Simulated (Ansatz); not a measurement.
We consider fluorite PtAl2, described by LDA (PAW; Ansatz, a first-principles code).

Numerical settings: plane-wave cutoff 500 eV, 16×16×16 k mesh, Fermi–Dirac smearing 0.1 eV, scalar-relativistic PAW data made under PBE.

Computed at the level's own relaxed cell.

Question: Give the computed equilibrium volume per atom and lattice constant a.

Answer: 
- equilibrium volume per atom: 16.72 Å³/atom
- lattice constant a: 5.854 Å

Measured, for comparison: lattice constant a 5.91 Å (temperature not stated, copied from a table, unchecked, not corrected to a static lattice; as tabulated in Crystal Structures 1, 239 (1963)). Computed (rounded) less measured: lattice constant a not scored (unchecked). A static lattice is as a rule a little smaller and stiffer than an uncorrected measurement, which narrows the difference in the lattice constant a and would widen misses of the other sign.

Spin–orbit coupling is not included.

The computed numbers hold no vibrational or temperature effects.
